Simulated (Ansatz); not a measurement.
Here is the system:

```
CELL_PARAMETERS angstrom
     -2.65111     2.65111     5.23437
      2.65111    -2.65111     5.23437
      2.65111     2.65111    -5.23437
ATOMIC_POSITIONS crystal
  Zn 0.00000 0.00000 0.00000
  Zn 0.75000 0.25000 0.50000
  Ge 0.50000 0.50000 0.00000
  Ge 0.25000 0.75000 0.50000
  P  0.87500 0.87495 0.49995
  P  0.12505 0.62500 0.00005
  P  0.37500 0.37505 0.50005
  P  0.62495 0.12500 0.99995
```

No spin polarisation.

Level of theory: PBEsol, PAW, 420 eV (Ansatz, an electronic-structure program; no SOC). k-mesh 9×9×9 (Γ-centred); smearing 0.05 eV (Fermi–Dirac).

**Question.** Predict the band gap, pressure, smallest direct gap and valence-band top at Γ.

**Answer.** 
* **Band gap**: 0.96 eV
* **Pressure (mean of the normal stresses, compression positive)**: 6.64 GPa
* **Smallest direct gap**: 1.08 eV
* **Valence-band top at Γ (three highest levels, from the VBM)**: 0.00, -0.07, -0.07 eV

The cells carry an imposed strain or load. Whether these cells are dynamically stable was not tested. The cell was made from ZnGeP2 in the chalcopyrite structure (space group I-42d, No. 122) by this change: isotropic strain −2.25 %.
